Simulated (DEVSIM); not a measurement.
Simulated with DEVSIM: 1D drift-diffusion, Boltzmann statistics, complete ionisation; no tunnelling, impact ionisation, image-force lowering or self-heating.

Device: Si p-i-n diode, at 300 K.

```
layer (left to right)  material  thickness (μm)  Nd (cm⁻³)  Na (cm⁻³)  τn (s)  τp (s)
---------------------  --------  --------------  ---------  ---------  ------  ------
1                            Si            1.40          -     9.3e17  2.2e-6  2.2e-6
2                            Si            17.0     1.2e13          -  2.2e-6  2.2e-6
3                            Si           0.940       5e18          -  2.2e-6  2.2e-6
```

Left contact: ohmic. Right contact: ohmic. Voltage is applied to the left contact. Recombination: SRH at mid-gap, Auger. Mobility is μmin + (μ − μmin)/(1 + (N/Nref)^α).

Constants are typed, rounded textbook-type inputs, not results; the design itself was drawn at random and stands for no fabricated device. Values at 300 K.

```
parameter           Si
-------------  -------
gap (eV)         1.124
affinity (eV)     4.05
permittivity      11.7
Nc (cm⁻³)      2.86e19
Nv (cm⁻³)       3.1e19
μn (cm²/Vs)       1417
μp (cm²/Vs)        470
μn,min              52
μp,min              45
Nref,n          9.7e16
Nref,p          2.2e17
αn                0.68
αp                0.72
Cn (cm⁶/s)     2.8e-31
Cp (cm⁶/s)     9.9e-32
```

One input was changed, with this effect: dark forward voltage at 1 A/cm² 0.695 → 0.675 V; dark forward voltage at 100 A/cm² 0.834 → 0.814 V.

Question: Which change was it?
A. thickness of layer 3 0.94 → 0.33 μm
B. thickness of layer 1 1.4 → 0.49 μm
C. minority lifetime in layer 3 2.2e-06 → 6.6e-05 s
D. Auger recombination switched off
E. constant mobility in place of the doping-dependent one

Answer: B, thickness of layer 1 1.4 → 0.49 μm
